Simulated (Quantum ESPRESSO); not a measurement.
# Several settings converged on Be2Ag (R3m, 6 atoms in the cell)

```yaml
crystal:
  lattice:
    - [0.00000, 3.18048, 3.18048]
    - [3.18048, 0.00000, 3.18048]
    - [3.18048, 3.18048, 0.00000]
  atoms:
    - { symbol: Be, position: [0.62500, 0.62500, 0.12500] }
    - { symbol: Be, position: [0.62500, 0.12500, 0.62500] }
    - { symbol: Be, position: [0.62954, 0.62954, 0.62954] }
    - { symbol: Be, position: [0.12500, 0.62500, 0.62500] }
    - { symbol: Ag, position: [0.25000, 0.25000, 0.25000] }
    - { symbol: Ag, position: [0.00000, 0.00000, 0.00000] }
```

Base method: LDA (PZ), GBRV 1.5 ultrasoft (LDA) pseudopotentials (plane waves; Quantum ESPRESSO).

Base settings: ecutwfc = 40 Ry; ecutrho = 320 Ry; occupations = smearing; smearing = fd; degauss = 0.0073499 Ry; potentials = {Be: be_lda_v1.4.uspp.F.UPF, Ag: ag_lda_v1.4.uspp.F.UPF}; K_POINTS = automatic 4 4 4 0 0 0; conv_thr = 1e-10 Ry.

The count of work is k-points × plane waves × bands × iterations; it is no time. Core times come from one kind of shared machine, to one figure; runs under 30 s give none.

**Shifted k-point meshes**

Only quantities that move along the ladder and can be compared are tabulated.

| K_POINTS | free energy less the last step's (meV/atom) | pressure (GPa) | largest difference of a force vector from the last step's (eV/Å) | count of work / last | core time / last (rough) |
|---|---|---|---|---|---|
| automatic 2 2 2 1 1 1 | -14.45 | -6.43 | 0.011 | 0.0061 | – |
| automatic 4 4 4 1 1 1 | 0.38 | -6.59 | 0.003 | 0.036 | 0.07 |
| automatic 6 6 6 1 1 1 | 0.77 | -6.80 | 0.001 | 0.11 | 0.1 |
| automatic 8 8 8 1 1 1 | 0.48 | -6.80 | 0.000 | 0.25 | 0.3 |
| automatic 13 13 13 1 1 1 | 0.00 | -6.81 | 0.000 | 1.0 | 1 |

Coarsest K_POINTS that holds the free energy within 2 meV/atom of the last step, with all finer ones: automatic 4 4 4 1 1 1, at 0.036 of the last step's count of work and about 0.07 of the last step's time; the step before is off by 14 meV/atom.

Coarsest K_POINTS that holds the pressure within 0.05 GPa of the last step, with all finer ones: automatic 6 6 6 1 1 1, at 0.11 of the last step's count of work and about 0.1 of the last step's time; the step before is off by 0.22 GPa.

Coarsest K_POINTS that holds the forces within 0.005 eV/Å of the last step, with all finer ones: automatic 4 4 4 1 1 1, at 0.036 of the last step's count of work and about 0.07 of the last step's time; the step before is off by 0.011 eV/Å.

**The k-point mesh at a smearing width of 0.05 eV**

In this ladder: degauss = 0.0036749 Ry.

The second cell is the first with its lattice scaled by 0.98.

Only quantities that move along the ladder and can be compared are tabulated.

| K_POINTS | free energy less the last step's (meV/atom) | energy of the compressed cell less the first (meV/atom) | pressure (GPa) | count of work / last | core time / last (rough) |
|---|---|---|---|---|---|
| automatic 3 3 3 0 0 0 | -23.41 | -3.02 | -6.35 | 0.092 | – |
| automatic 5 5 5 0 0 0 | 10.36 | -4.35 | -6.62 | 0.29 | 0.6 |
| automatic 7 7 7 0 0 0 | 2.64 | -5.78 | -6.93 | 0.67 | 1.0 |
| automatic 8 8 8 0 0 0 | 0.00 | -4.93 | -6.73 | 1.0 | 1 |

Coarsest K_POINTS that holds the free energy within 5 meV/atom: not settled: the last two steps still differ by 2.6 meV/atom, over half the tolerance, so the ladder does not show it.

Coarsest K_POINTS that holds the energy of the compressed cell less the first within 1 meV/atom: not settled: the last two steps still differ by 0.85 meV/atom, over half the tolerance, so the ladder does not show it.

Coarsest K_POINTS that holds the pressure within 0.05 GPa: not settled: the last two steps still differ by 0.20 GPa, over half the tolerance, so the ladder does not show it.

On the base run: the starting cell comes from a database of computed structures (which also holds hypothetical and non-ambient phases and stackings), without a prior relaxation at this level. Its lattice was rescaled by up to half a per cent. One atom was moved a little off its site on purpose. In the base run, with a pressure of about -6 GPa the cell is away from its equilibrium volume at this level. Without a gap this mesh is coarse (it stands for a supercell whose shortest vector is 18 Å).
